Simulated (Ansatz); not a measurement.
What pressure −1 GPa does to HgS

Take HgS in the zinc blende structure (space group F-43m, No. 216; a = 5.8759 Å) as the base.

The change: a negative pressure, −1 GPa.

Calculations: Ansatz (a quantum-chemistry and plane-wave program), PBEsol, PAW, cutoff 420 eV, without spin-orbit coupling. k-mesh 10×10×10 (Γ-centred); smearing 0.05 eV (Fermi–Dirac).

| quantity | base | changed | shift |
|---|---|---|---|
| volume per atom | 25.36 Å³ | 25.80 Å³ | +0.44 Å³ |
| density | 7.62 g/cm³ | 7.49 g/cm³ | -0.13 g/cm³ |
| lattice parameter a | 5.876 Å | 5.910 Å | +0.034 Å |
| enthalpy H = E + PV relative to the base's energy | – | -0.16 eV/atom | – |
| band gap | zero | zero | – |

Final structure:

```xyz
2
Lattice="0.0000 2.9548 2.9548 2.9548 0.0000 2.9548 2.9548 2.9548 0.0000" Properties=species:S:1:pos:R:3 pbc="T T T"
Hg     0.0000     0.0000     0.0000
S      1.4774     1.4774     1.4774
```

The mesh was chosen for an insulator and is coarse for the gapless case. With Hg present, leaving out spin-orbit coupling can change the band edges. Load acts through the strain it causes; cell and atoms are relaxed under it. No phonon test of stability was made. All final runs are without spin polarisation. A zero or small gap of HgS can be the functional's error rather than a property of the material.
